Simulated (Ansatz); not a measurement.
# HfN, response to strain

The reference is HfN in the rock salt structure (space group Fm-3m, No. 225; a = 4.468 Å; relaxed with 0.1 eV smearing).

Strains are applied to the cell and any free atomic positions relax.

The values are results of LDA (Ansatz, a quantum-chemistry and plane-wave program, PAW, no spin-orbit coupling), not measurements.

Notes on the quantities. energy relative to the base: free energy F.

| case | pressure | energy relative to the base | volume per atom |
|---|---|---|---|
| base | 0.0 GPa | 0 meV/atom | 11.15 Å³ |
| isotropic strain −3.00 % | 33.4 GPa | +94 meV/atom | 10.18 Å³ |
| isotropic strain −2.00 % | 20.8 GPa | +40 meV/atom | 10.50 Å³ |
| isotropic strain −1.50 % | ? | ? | 10.66 Å³ |
| isotropic strain −1.00 % | 9.7 GPa | +9.8 meV/atom | 10.82 Å³ |
| isotropic strain −0.50 % | 4.7 GPa | +2.4 meV/atom | 10.99 Å³ |
| isotropic strain +1.50 % | -12.2 GPa | +20 meV/atom | 11.66 Å³ |
| isotropic strain +2.00 % | -15.8 GPa | +35 meV/atom | 11.83 Å³ |
| isotropic strain +2.50 % | -19.1 GPa | +54 meV/atom | 12.01 Å³ |
| isotropic strain +3.00 % | -22.1 GPa | +77 meV/atom | 12.19 Å³ |

**Question.** Fill in the withheld entries from the trend.

**Answer.** 
- isotropic strain −1.50 %, pressure: 15.0 GPa
- isotropic strain −1.50 %, energy relative to the base: +22 meV/atom

Whether these cells are dynamically stable was not tested. All final runs are without spin polarisation. An odd electron count without spin: HfN.
